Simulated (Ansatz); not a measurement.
Consider BeS in the zinc blende structure (space group F-43m, No. 216; a = 4.869 Å). Axes: x, y, z lie along the cube axes.

The values are results of Ansatz (a program for electronic structure) r2SCAN, without spin-orbit coupling, not measurements.

For the base:

- Valence-band top at Γ: 0.00, 0.00, 0.00 eV
- Valley order: X along ⟨100⟩ 3.59 eV
- Electron mass: 0.79 mₑ along k, 0.29 mₑ across (at X)

It is then changed as follows: uniaxial strain ε_zz = −0.50 %, all other strain components held at zero, atoms relaxed at fixed cell.

Problem. Estimate the effect on the valence-band top at Γ, valley order, electron mass and hole mass.

Solution. The valence-band top at Γ (three highest levels, from the VBM) goes from 0.00, 0.00, 0.00 eV to 0.00, -0.03, -0.03 eV; the valley order (the lowest conduction-band minima on the path, energy above the VBM, named in the base's zone) changes from X along ⟨100⟩ 3.59 eV to X along [001] 3.53 eV; X along [100] 3.57 eV; the electron mass becomes 0.78 mₑ along k, 0.29 mₑ across (at X) (base: 0.79 mₑ along k, 0.29 mₑ across (at X)); the hole mass is 0.34 mₑ along z, 0.56 mₑ across (at Γ).

The levels and masses belong to the bands next to the band gap. Effective masses come from finite differences of ±0.01 Å⁻¹. Along k means along the line from Γ to the band edge. No phonon test of stability was made.
